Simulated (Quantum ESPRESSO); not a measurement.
# How a calculation on Sb (R-3m, 2 atoms in the cell) responds to its settings

```
Sb
1.0
    2.17706    -1.25693     3.82988
    0.00000     2.51386     3.82988
   -2.17706    -1.25693     3.82988
Sb
2
Direct
  0.26826   0.26826   0.26826
  0.73174   0.73174   0.73174
```

Base run A: PBE, GBRV 1.5 ultrasoft (PBE) pseudopotentials in Quantum ESPRESSO, self-consistent single point.

Its settings: ecutwfc = 40 Ry; ecutrho = 200 Ry; occupations = smearing; smearing = mp; degauss = 0.019992 Ry; potentials = {Sb: sb_pbe_v1.4.uspp.F.UPF}; K_POINTS = automatic 6 6 6 1 1 1; conv_thr = 1e-10 Ry.

The starting cell comes from a database of computed structures (which also holds hypothetical and non-ambient phases and stackings), without a prior relaxation at this level.

Absolute energies have different zeros for different potentials, functionals, Hubbard and dispersion terms and are not compared across them.

```tsv
run	change	pressure (GPa)	largest force (eV/Å)
A	base	0.97	0.122
B	pseudopotentials: {Sb: sb_pbe_v1.4.uspp.F.UPF} → {Sb: sb_lda_v1.4.uspp.F.UPF} [LDA (PZ)]	-2.68	0.024
C	pseudopotentials: {Sb: sb_pbe_v1.4.uspp.F.UPF} → {Sb: sb_pbesol_v1.4.uspp.F.UPF} [PBEsol]	-1.54	0.060
D	input_dft: default → rpbe [RPBE]	2.27	0.151
E	input_dft: default → revpbe [revPBE]	1.90	0.143
F	input_dft: default → blyp [BLYP]	4.81	0.116
G	input_dft: default → wc [Wu-Cohen GGA]	-1.37	0.075
H	input_dft: default → pw91 [PW91]	0.96	0.115
I	input_dft: default → vdw-df2 [vdW-DF2]	6.86	0.208
J	input_dft: default → vdw-df-cx [vdW-DF-cx]	-1.06	0.090
K	input_dft: default → rvv10 [rVV10]	2.54	0.195
```

Run E against A: The pressure goes from 0.97 to 1.90 GPa and the largest force goes from 0.122 to 0.143 eV/Å.

Run C against A: The pressure goes from 0.97 to -1.54 GPa and the largest force goes from 0.122 to 0.060 eV/Å.

Run H against A: The pressure moves little (0.97 to 0.96 GPa) and the largest force goes from 0.122 to 0.115 eV/Å.
